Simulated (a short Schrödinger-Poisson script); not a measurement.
System: symmetric double-gate stack, HfO2 on p-type Si(100), at 300 K.

```tsv
layer	material	thickness (nm)	Na (cm⁻³)
1	HfO2	7.3	-
2	Si	10	2e15
3	HfO2	7.3	-
```

The device is made up for the run: typed textbook-type constants, with dimensions and the other settings drawn at random. HfO2: permittivity 22, conduction-band edge (eV) 1.55, gap (eV) 5.7, electron mass (mₑ) 0.2. Si: permittivity 11.7, conduction-band edge (eV) 0, gap (eV) 1.124, Nv at 300 K (cm⁻³) 3.1e19.

Channel valleys (confinement mass, in-plane density-of-states mass, number): Δ2 0.916, 0.19, 2; Δ4 0.19, 0.417, 4. At the gates, both at one voltage, the conduction-band edge of layer 1 lies 1.96 eV − eVg above the Fermi level of the channel. Gaps are held at their typed values at every temperature. Mesh 0.03 nm at interfaces.

From a short Schrödinger-Poisson script (our own, NumPy): 1D Poisson equation in equilibrium, electrons quantum, Hartree (BenDaniel-Duke, 12 states a valley, the channel's in-plane mass for all, wave functions ending at the dielectric), parabolic valleys, classical holes, full ionisation, no traps, pinning or gate leakage.

The same stack at other levels of the model or other numerical settings:

```csv
run,sheet density of all electrons at Vg = 1.1 V (cm⁻²),sheet density of all electrons at Vg = 0.5 V (cm⁻²),capacitance of both gates at Vg = 1.1 V (μF/cm²),gate voltage at 1e11 electrons/cm² (V),rough cost against the base
base,1.62e13,2.82e12,3.94,0.28,about 1
"electrons treated as classical, Boltzmann",2.08e13,3.69e12,4.91,0.27,0.04
"electrons treated as classical, Fermi-Dirac",1.98e13,3.64e12,4.57,0.27,0.2
mesh six times as coarse,1.63e13,2.82e12,3.94,0.28,0.3
```

The classical rows ignore confinement, and Boltzmann statistics overrate the density once the band edge passes the Fermi level.
